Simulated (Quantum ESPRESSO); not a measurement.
Quantum ESPRESSO 7.5, DFT, hse, plane waves, PseudoDojo 0.5 standard norm-conserving PBE (local tails restored to the Coulomb form): diamond-structure Si, atoms displaced (Si8), 8 atoms. Basis and mesh were picked for this test and aren't claimed converged.

```
Quantity                                               Result
----------------------------  -------------------------------
cell                          5.43, 5.43, 5.43 Å; 90, 90, 90°
distance to the nearest atom                   2.29 to 2.35 Å
task                                                      scf
k mesh                                                  2×2×2
ecutwfc                                                 36 Ry
ecutrho                                                144 Ry
occupations                                             fixed
input_dft                                                 hse
nqx1                                                        2
nqx2                                                        2
nqx3                                                        2
conv_thr                                             8e-09 Ry
tprnfor                                                  true
tstress                                                 false
k-point pools (-nk)                                         8
diagonalization                               david (default)
mixing_mode                                   plain (default)
mixing_beta                                     0.7 (default)
mixing_ndim                                       8 (default)
k-points computed                                           8
bands                                                      16
electrons                                                  32
G-vectors of the density                                31463
FFT grid                                             40×40×40
```

Machine: one whole node, AMD EPYC (Zen 5), 96 cores on 1 socket, no SMT, 12 L3 cache groups; 94 cores' worth of CPU time may be used.

Times are wall-clock medians of two to five runs, from launch to exit, with nothing else on the machine. Unless noted, each process is bound to its own block of adjacent cores. The build: conda-forge: Open MPI 5.0, OpenMP, OpenBLAS 0.3.34 (pthreads), FFTW, ScaLAPACK, ELPA; another build can shift the numbers. Scratch files lie in a memory file system.

Measured so far:

| cores | layout | wall time |
|---|---|---|
| 8 | 8 ranks | 36 s |
| 16 | 16 ranks | 18 s |
| 24 | 24 ranks | 13 s |

Problem. Still to be tried: 32 ranks; 48 ranks; 64 ranks. How far does this job scale usefully (efficiency of one half or more)?

Solution. Efficiency, counted from 8 cores, stays above one half up to 64 cores, the most tried. The shortest time, 5.8 s, comes at 64 cores.

```tsv
cores	layout	wall time	speed-up over 8	efficiency	core-seconds
8	8 ranks	36 s	1.0×	100 %	280
16	16 ranks	18 s	2.0×	99 %	290
24	24 ranks	13 s	2.7×	89 %	320
32	32 ranks	8.7 s	4.1×	102 %	280
48	48 ranks	7.7 s	4.6×	77 %	370
64	64 ranks	5.8 s	6.2×	77 %	370
```
